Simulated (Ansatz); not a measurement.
The starting structures come from a database of crystals and need not be the phases stable at ambient conditions.

Consider the following.

```xyz
15
Lattice="6.0494 0.0000 0.0000 0.0000 7.6993 0.0000 3.0247 0.0000 5.2390" Properties=species:S:1:pos:R:3 pbc="T T T"
Ba     0.0000     0.0000     0.0000
Ba     6.0494     5.3909     3.4926
Ba     3.0247     2.3084     1.7463
Sr     0.0000     3.8497     0.0000
Nb     6.0494     1.2966     3.4926
Nb     3.0247     6.4028     1.7463
O      6.0494     2.3151     1.8562
O      3.0247     5.3842     3.3828
O      7.4667     2.3151     4.3109
O      1.6075     5.3842     0.9281
O      4.6322     2.3151     4.3109
O      4.4419     5.3842     0.9281
O      1.5124     0.0000     2.6195
O      3.0247     0.0000     0.0000
O      4.5371     0.0000     2.6195
```

Space group of this cell: P-3m1. The cell is taken as given; by r2SCAN its mean pressure is -5.7 GPa.

Transport runs along the normal of the first two printed cell vectors, the (100) plane of the conventional cell.

The gap is the functional's own, uncorrected, and κ follows it; spin-orbit coupling is left out. Mid-gap values are interpolated between the computed energies.

Q: State the band gap and the smallest decay constant κ at mid-gap according to r2SCAN run with Ansatz (an electronic-structure program).

A: Gap 3.25 eV on a 6×4×6 mesh; κ = 0.343 1/Å, at the zone centre.
